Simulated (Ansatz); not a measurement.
Consider MgS in the rock salt structure (space group Fm-3m, No. 225).

Space group Fm-3m (No. 225); a = b = c = 5.182 Å, α = β = γ = 90.00°

| atom | site | symmetry | x | y | z |
|---|---|---|---|---|---|
| Mg | 4a | m-3m | 0.0000 | 0.0000 | 0.0000 |
| S | 4b | m-3m | 0.5000 | 0.5000 | 0.5000 |
(The calculation used a cell of 2 atoms; values per cell refer to that cell.)

The values are results of plane-wave PAW DFT at the PBEsol level (Ansatz, a program for electronic structure, 420 eV), no spin-orbit coupling, not measurements.

Strains are applied to the cell and any free atomic positions relax.

One change was made to it. Results:

| quantity | base | after |
|---|---|---|
| mean gap deformation potential ΔEg/Δln V | – | -2.0 eV |
| valley order (the lowest conduction-band minima on the path, energy above the VBM, named in the base's zone) | X along ⟨100⟩ 2.73 eV; Γ 3.69 eV | X along ⟨100⟩ 2.76 eV; Γ 3.81 eV |
| smallest direct gap | 3.69 eV | 3.81 eV |

Task: Which of these changes matches the shifts?
A) isotropic strain −0.50 %
B) isotropic strain +1.50 %
C) isotropic strain −2.50 %
D) isotropic strain −1.50 %

Result: A, isotropic strain −0.50 %. For comparison, the valley order in the other runs: isotropic strain −2.50 % gives X along ⟨100⟩ 2.87 eV; Γ 4.32 eV; isotropic strain +1.50 % gives X along ⟨100⟩ 2.64 eV; Γ 3.35 eV; isotropic strain −1.50 % gives X along ⟨100⟩ 2.82 eV; Γ 4.06 eV.

No phonon test of stability was made.
